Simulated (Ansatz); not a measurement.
The cell is built on a prototype and need not be the phase stable at ambient conditions.

Tunnelling through a barrier is set by its complex band structure: the current falls as exp(−2κd) with the smallest κ.

Data:

```yaml
crystal:
  lattice:
    - [4.72212, 0.00000, 0.00000]
    - [0.00000, 10.08206, 0.00000]
    - [2.36106, 5.04103, 2.36106]
  atoms:
    - { symbol: In, position: [0.00000, 0.50000, 0.00000] }
    - { symbol: In, position: [0.50000, 0.25000, 0.00000] }
    - { symbol: Zn, position: [0.00000, 0.00000, 0.00000] }
    - { symbol: O, position: [0.03364, 0.14408, 0.48370] }
    - { symbol: O, position: [0.96636, 0.62778, 0.51630] }
    - { symbol: O, position: [0.51734, 0.88956, 0.44902] }
    - { symbol: O, position: [0.48266, 0.33858, 0.55098] }
```

Space group of this cell: I-4. The cell was relaxed by PBE-D3(BJ); by r2SCAN its mean pressure is -2.6 GPa.

Transport runs along the normal of the first two printed cell vectors.

The gap is the functional's own, uncorrected, and κ follows it; spin-orbit coupling is left out. Mid-gap values are interpolated between the computed energies.

Task: Predict the band gap and the smallest decay constant κ at mid-gap from r2SCAN (Ansatz, a first-principles code).

Result: Gap 1.25 eV on a 12×12×12 mesh; κ = 0.145 1/Å, at the zone centre.
